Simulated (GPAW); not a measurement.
GPAW is run on MgB2 (P6/mmm, 3 atoms in the cell), and the run fails. The aim is a self-consistent single point with DFT PBE, plane waves, GPAW PAW datasets PBE (gpaw-data 1.0.1).

Cell that was meant: a = 3.0401 Å, b = 3.0401 Å, c = 3.4948 Å, α = 90.00°, β = 90.00°, γ = 120.00°.

Part of the input:

```python
            nbands=-7,
            convergence={'density': 1e-05, 'energy': 1e-05},
            symmetry={'symmorphic': False, 'tolerance': 0.0005},
            maxiter=8)

atoms.calc = calc
```

The program printed (abridged):

```
     iter     time        total  log10-change:
                         energy   eigst   dens
iter:   1 --:--:--   -16.950978
iter:   2 --:--:--   -16.682075   -0.59  -0.95
iter:   3 --:--:--   -15.436016   -0.73  -0.99
iter:   4 --:--:--   -15.411200   -2.21  -1.59
iter:   5 --:--:--   -15.416810   -2.57  -1.65
iter:   6 --:--:--   -15.416744   -3.24  -2.61
iter:   7 --:--:--   -15.416742c  -3.85  -2.65
iter:   8 --:--:--   -15.416593c  -4.21  -2.93

Did not converge!

Here are some tips:

1) Make sure the geometry and spin-state is physically sound.
2) Use less aggressive density mixing.
3) Solve the eigenvalue problem more accurately at each scf-step.
4) Use a smoother distribution function for the occupation numbers.
5) Try adding more empty states.
6) Use enough k-points.
7) Don't let your structure optimization algorithm take too large steps.
8) Solve the Poisson equation more accurately.
9) Better initial guess for the wave functions.

See details here:

    https://gpaw.readthedocs.io/documentation/convergence.html
Traceback (most recent call last):
   [... frames left out ...]
gpaw.KohnShamConvergenceError: Did not converge!  See text output for help.
```

What caused this, and what should be changed?

The fault is an iteration limit that is too low. The loop is cut before its threshold is met, so whatever is printed at the end is not self-consistent. To fix it, raise the limit, or leave it to the default. The run ended unconverged after 8 iterations.

The sound input it was made from differs as follows (other fixes are possible):
```diff
-            maxiter=8)
+            maxiter=100)
```

With that input, the run converged in 15 iterations: free energy E − TS (from the program's reference atoms) -15.4289 eV; Fermi level (on the code's own zero) 7.54 eV (DFT PBE, plane waves, GPAW PAW datasets PBE (gpaw-data 1.0.1)).

On the sound input: the starting cell comes from a database of computed structures (which also holds hypothetical and non-ambient phases and stackings), without a prior relaxation at this level. Its lattice was rescaled by a random factor within 2.5 % of one.
